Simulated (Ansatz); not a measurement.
This concerns the energy change from cell B to cell A (net 1 Al added, other atoms rearranged, in a slab cell with 16 atoms a plane). Reaction: cell B + Al (fcc) → cell A. A negative value means that the right-hand side lies lower.

Cell A: a slab of Al (fcc, Fm-3m) cut along (111), 66 atoms, hexagonal cell of 11.43 Å (113.1 Å²), symmetry Cm within 0.02 Å, 9.4 Å thick under 16 Å of vacuum, in-plane vectors held at the crystal's; planes from bottom to top: Al16 × 4 | InCl, its two faces unlike (dipole correction applied); added, foreign or displaced atoms, above the top plane: In bound to 3 Al at 2.93–2.98 Å; Cl bound to 2 Al at 2.51 Å; spin state with PBE: run without spin, k-point mesh 4×4×1.
```
CELL_PARAMETERS angstrom
     11.42845     0.00000     0.00000
      5.71423     9.89733     0.00000
      0.00000     0.00000    25.39288
ATOMIC_POSITIONS crystal
  Al 0.00089 0.99908 0.31551
  Al 0.25142 0.99962 0.31664
  Al 0.50187 0.99907 0.31612
  Al 0.75191 0.99921 0.31427
  Al 0.00167 0.24916 0.31614
  Al 0.25142 0.24896 0.31664
  Al 0.50182 0.24857 0.31650
  Al 0.75116 0.24901 0.31516
  Al 0.00089 0.50003 0.31551
  Al 0.25152 0.49990 0.31574
  Al 0.50150 0.49925 0.31465
  Al 0.75116 0.49983 0.31516
  Al 0.00064 0.74968 0.31443
  Al 0.25152 0.74859 0.31574
  Al 0.50182 0.74961 0.31650
  Al 0.75191 0.74888 0.31427
  Al 0.08401 0.08288 0.40834
  Al 0.33506 0.08247 0.40828
  Al 0.58598 0.08080 0.40819
  Al 0.83396 0.08290 0.40678
  Al 0.08401 0.33311 0.40834
  Al 0.33492 0.33292 0.40818
  Al 0.58574 0.33204 0.40764
  Al 0.83404 0.33298 0.40763
  Al 0.08364 0.58336 0.40691
  Al 0.33681 0.58159 0.40692
  Al 0.58574 0.58222 0.40764
  Al 0.83396 0.58314 0.40678
  Al 0.08364 0.83300 0.40691
  Al 0.33492 0.83216 0.40818
  Al 0.58598 0.83322 0.40819
  Al 0.83340 0.83330 0.40613
  Al 0.91617 0.16653 0.49817
  Al 0.16557 0.16721 0.49820
  Al 0.41819 0.16670 0.49769
  Al 0.66892 0.16473 0.49776
  Al 0.91617 0.41731 0.49817
  Al 0.16651 0.41866 0.49760
  Al 0.41940 0.41582 0.49747
  Al 0.66818 0.41591 0.49797
  Al 0.91560 0.66763 0.49664
  Al 0.16944 0.66528 0.49598
  Al 0.41940 0.66479 0.49747
  Al 0.66892 0.66635 0.49776
  Al 0.91560 0.91677 0.49664
  Al 0.16651 0.91483 0.49760
  Al 0.41819 0.91511 0.49769
  Al 0.67288 0.91356 0.50119
  Al 0.99792 0.99815 0.58909
  Al 0.24561 0.99554 0.58870
  Al 0.49801 0.00100 0.58739
  Al 0.75046 0.00060 0.59519
  Al 0.99987 0.25007 0.59093
  Al 0.24561 0.25885 0.58870
  Al 0.50215 0.24857 0.59014
  Al 0.75103 0.24881 0.59050
  Al 0.99792 0.50392 0.58909
  Al 0.25417 0.49959 0.58883
  Al 0.50323 0.49838 0.58966
  Al 0.75103 0.50016 0.59050
  Al 0.00829 0.74586 0.58517
  Al 0.25417 0.74624 0.58883
  Al 0.50215 0.74928 0.59014
  Al 0.75046 0.74894 0.59519
  In 0.32391 0.08804 0.68302
  Cl 0.76610 0.86695 0.67576
```

Cell B: a slab of Al (fcc, Fm-3m) cut along (111), 65 atoms, hexagonal cell of 11.43 Å (113.1 Å²), symmetry Cm within 0.02 Å, 9.6 Å thick under 15 Å of vacuum, in-plane vectors held at the crystal's; planes from bottom to top: Al16 × 3 | Al15 | In | Cl, its two faces unlike (dipole correction applied); Al missing from the crystal's sites; added, foreign or displaced atoms, above the top plane: In bound to 6 Al at 3.04–3.05 Å; Cl bound to 1 Al at 2.20 Å; spin state with PBE: run without spin, k-point mesh 4×4×1.
```
CELL_PARAMETERS angstrom
     11.42845     0.00000     0.00000
      5.71423     9.89733     0.00000
      0.00000     0.00000    24.84416
ATOMIC_POSITIONS crystal
  Al 0.00156 0.00156 0.32123
  Al 0.25129 0.00189 0.32146
  Al 0.50033 0.00186 0.32143
  Al 0.75065 0.00153 0.32208
  Al 0.00189 0.25129 0.32146
  Al 0.25134 0.25134 0.32023
  Al 0.50026 0.25162 0.32126
  Al 0.75135 0.25123 0.32219
  Al 0.00186 0.50033 0.32143
  Al 0.25162 0.50026 0.32126
  Al 0.50098 0.50098 0.32206
  Al 0.75165 0.50102 0.32231
  Al 0.00153 0.75065 0.32208
  Al 0.25123 0.75135 0.32219
  Al 0.50102 0.75165 0.32231
  Al 0.75111 0.75111 0.32249
  Al 0.08592 0.08592 0.41549
  Al 0.33400 0.08603 0.41561
  Al 0.58155 0.08599 0.41612
  Al 0.83486 0.08460 0.41480
  Al 0.08603 0.33400 0.41561
  Al 0.33392 0.33392 0.41543
  Al 0.58383 0.33456 0.41564
  Al 0.83593 0.33321 0.41606
  Al 0.08599 0.58155 0.41612
  Al 0.33456 0.58383 0.41564
  Al 0.58452 0.58452 0.41565
  Al 0.83542 0.58383 0.41571
  Al 0.08460 0.83486 0.41480
  Al 0.33321 0.83593 0.41606
  Al 0.58383 0.83542 0.41571
  Al 0.83514 0.83514 0.41591
  Al 0.91988 0.16410 0.50781
  Al 0.16964 0.16964 0.50967
  Al 0.41464 0.16967 0.51037
  Al 0.66815 0.16752 0.50670
  Al 0.91939 0.41729 0.50778
  Al 0.16967 0.41464 0.51037
  Al 0.41717 0.41717 0.50776
  Al 0.66844 0.41728 0.50719
  Al 0.91788 0.66839 0.50714
  Al 0.16752 0.66815 0.50670
  Al 0.41728 0.66844 0.50719
  Al 0.66810 0.66810 0.50714
  Al 0.91982 0.91982 0.50748
  Al 0.16410 0.91988 0.50781
  Al 0.41729 0.91939 0.50778
  Al 0.66839 0.91788 0.50714
  Al 0.00069 0.00069 0.61892
  Al 0.25074 0.99931 0.60067
  Al 0.50480 0.99893 0.60184
  Al 0.75273 0.00103 0.59982
  Al 0.99931 0.25074 0.60067
  In 0.25158 0.25158 0.64000
  Al 0.50425 0.25091 0.60171
  Al 0.75151 0.25066 0.59976
  Al 0.99893 0.50480 0.60184
  Al 0.25091 0.50425 0.60171
  Al 0.50157 0.50157 0.60080
  Al 0.75093 0.50162 0.60069
  Al 0.00103 0.75273 0.59982
  Al 0.25066 0.75151 0.59976
  Al 0.50162 0.75093 0.60069
  Al 0.75147 0.75147 0.60063
  Cl 0.00026 0.00026 0.70751
```

Reference: Al (fcc, Fm-3m), 16 atoms in the cell, the relaxed perfect crystal repeated, atoms not moved again, k-point mesh 4×4×15 on the run's own vectors.

Computed with Ansatz (plane waves, PAW), its PAW set soft_1, cutoff 420 eV, 500 eV for r2SCAN. The structures are at rest with PBE, within the held lattices; other levels are single points on them. Neutral cells; Fermi-Dirac smearing of at most 0.10 eV in the solids, energies taken to zero width. The lattices are those relaxed with PBE, so at other levels the solids can be strained, which adds to the spread. Larger cells are relaxed from a start prepared with the learned potential CHGNet, on a coarser mesh till forces fall under 0.03 eV/Å, which some starts already meet. A dispersion term (D3(BJ), or D4 for r2SCAN) was computed beside these levels and is taken off wherever the name lacks it. Space groups of crystals are read within 0.01 Å. Nuclei at rest; no vibrational terms. Cells are local rest points, mostly with their start's symmetry. Spin-orbit coupling is left out. No correction for cell size. Cell A has symmetry Cm within 0.02 Å and got no random move, so less symmetric positions, which may lie lower, weren't tried. Cell B has symmetry Cm within 0.02 Å and got no random move, so less symmetric positions, which may lie lower, weren't tried.

Q: What value does PBE give?

A: 0.43 eV, for cell B + Al (fcc) → cell A.

Q: What do the other levels give, and how wide is the spread?

A: 
| Functional | value (eV) | less PBE |
|---|---|---|
| r2SCAN | 0.47 | 0.04 |

The levels shown span only 0.04 eV, too little to tell them apart.

Ansatz is a quantum-chemistry and plane-wave program.
